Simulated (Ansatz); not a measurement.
KBr: energy against strain

KBr (rock salt, Fm-3m, 35.111 Å³/atom at rest, cube axes along x, y and z) under a strain ε along a cube axis (axis z), the other axes held. PBEsol in Ansatz, a plane-wave DFT program (PAW, default set), 420 eV, 9×9×9 Γ-centred mesh, Fermi-Dirac smearing 0.05 eV; ions are relaxed within the symmetry of each cell.

Here s stands for strain and y for E less E0.

```
strain (%)  E less E0 (meV/atom)
----------  --------------------
-3.00                          ?
-1.50                       1.01
-1.00                       0.44
-0.50                       0.11
0.00                        0.00
0.50                        0.09
1.00                        0.36
1.50                        0.81
```

Taking a parabola for y over the 7 complete rows: Least squares gives y = -0.002 - 0.0557·s + 0.4048·s². Residuals (row less fit): 0.018, -0.019, -0.017, 0.002, 0.019, 0.013, -0.015; standard error 0.021 (degrees of freedom: 4). Twice the quadratic coefficient over the volume, 2 × 0.4048 meV × 10⁴ × 0.1602 / 35.111 Å³, is the elastic constant C11 = 37 ± 0.8 GPa.

**Question.** Predict the withheld y at s = -3.00 from the fit, and compare with the calculation.

**Answer.** y = -0.002 - 0.0557 × (-3.0) + 0.4048 × (-3.0)² = 3.808 meV/atom. The calculation gives 4.26 meV/atom, 0.452 meV/atom above the prediction (10.6 % of the range of y in the table). The row lies outside the fitted rows, so this is an extrapolation. From the scatter of the fitted rows alone, a prediction at this place has a standard error of 0.079 meV/atom, so the miss is 5.7 times that.

One order more, fitted to all 13 runs of the series, follows each within 0.01, so the miss is the next term of a smooth law. Rows are the converged runs of the series near zero and its far end; series whose fitted rows scatter by over a few per cent of the range, as at a crossing or softening among them, aren't shown in this form. Most that stay on the fit to the last digits aren't either.
